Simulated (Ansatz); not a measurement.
Amorphous Si14Pb10O38, 62 atoms at 4.43 g/cm³, one PBE-relaxed geometry, zone centre. Methods: PBE, scalar-relativistic without spin-orbit coupling (Ansatz, an electronic-structure program); r2SCAN, scalar-relativistic without spin-orbit coupling (Ansatz); HSE06, scalar-relativistic without spin-orbit coupling (Ansatz). Plane waves to 420 eV (r2SCAN 500 eV); exact exchange is cut at the cell's faces. At PBE the levels at both edges of the gap are localised (band-tail or defect states), and the nearest spread-out levels lie 4.1 eV apart at the zone centre. All rungs ran without spin polarisation.

It comes from a melt-quench run on a machine-learned potential (CHGNet), relaxed afterwards by DFT. O atoms were pushed apart under 1.9 Å during the dynamics, to hinder bonds among them. The hot cell started wider than the set density and was brought back towards it in steps. It is the lowest in DFT energy of 2 quenches. It is a model cell: composition and starting density were chosen by hand, and all elements were melted together. No dispersion term was used. Its density started from a set value of 5.16 and ended at 4.43 g/cm³. The simulated quench (nominally 260 K/ps over its main leg) is rapid and tends to freeze in more defects than a deposited or slowly cooled glass has. A cell of this size samples the disorder only roughly. Volume and shape were free in the relaxation.

The relaxation ran on the zone centre alone. At PBE the gap between localised states is 2.71 eV on a 2×2×2 Γ-centred mesh, and the spacing at the zone centre alone 2.72 eV.

**Question.** What zone-centre spacing does r2SCAN give, roughly?

**Answer.** 3.04 eV (+0.33 eV against PBE).

**Question.** What zone-centre spacing does HSE06 give, roughly?

**Answer.** 3.82 eV (+1.10 eV against PBE).

The highest filled and the lowest empty state spread over these numbers of atoms (participation numbers): PBE: 6.2 and 3.3; r2SCAN: 6.3 and 3.2; HSE06: 7.7 and 3.4.
